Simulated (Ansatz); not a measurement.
Band structure of Ga2Cu (P4/mmm, 3 atoms in the cell).

```
Ga2Cu
1.0
    2.79944     0.00000     0.00000
    0.00000     2.79944     0.00000
    0.00000     0.00000     5.80334
Ga Cu
2 1
Direct
  0.50000   0.50000   0.28432
  0.50000   0.50000   0.71568
  0.00000   0.00000   0.00000
```

Level of theory: LDA (PW92), PAW files made with PBE (plane waves; Ansatz, a quantum-chemistry and plane-wave program).

Settings: kpoints.mp_grid.grid = 8 8 4; hamiltonian.xc = lda; hamiltonian.pseudopotentials = {kind: paw} (the program's default PAW files); scf.occupations.method = gaussian; scf.occupations.width = 0.136 eV; kpoints.band_path.npoints = 8.

The starting cell comes from a database of computed structures (which also holds hypothetical and non-ambient phases and stackings), without a prior relaxation at this level. Spin polarisation is off.

Levels in eV from the Fermi level, bands 19 to 26:
```json
[
 {"point": "Γ", "19": "-3.61", "20": "-3.61", "21": "-3.53", "22": "-3.24", "23": "5.84", "24": "6.55", "25": "6.55", "26": "9.18"},
 {"point": "X", "19": "-3.69", "20": "-3.49", "21": "-2.58", "22": "-2.50", "23": "-2.49", "24": "-1.00", "25": "1.89", "26": "10.19"},
 {"point": "M", "19": "-2.86", "20": "-2.29", "21": "-2.29", "22": "-1.85", "23": "1.22", "24": "2.27", "25": "2.40", "26": "2.40"},
 {"point": "Z", "19": "-3.62", "20": "-3.62", "21": "-3.24", "22": "-1.64", "23": "0.63", "24": "7.59", "25": "7.59", "26": "8.26"},
 {"point": "R", "19": "-4.09", "20": "-3.69", "21": "-3.65", "22": "-3.49", "23": "-2.24", "24": "3.42", "25": "3.64", "26": "5.87"},
 {"point": "A", "19": "-2.86", "20": "-2.27", "21": "-1.30", "22": "-1.30", "23": "0.19", "24": "0.19", "25": "0.84", "26": "2.79"}
]
```

Bands cross the Fermi level along this path, so the cell is metallic at this level.

Keys are those of Ansatz 0.2.
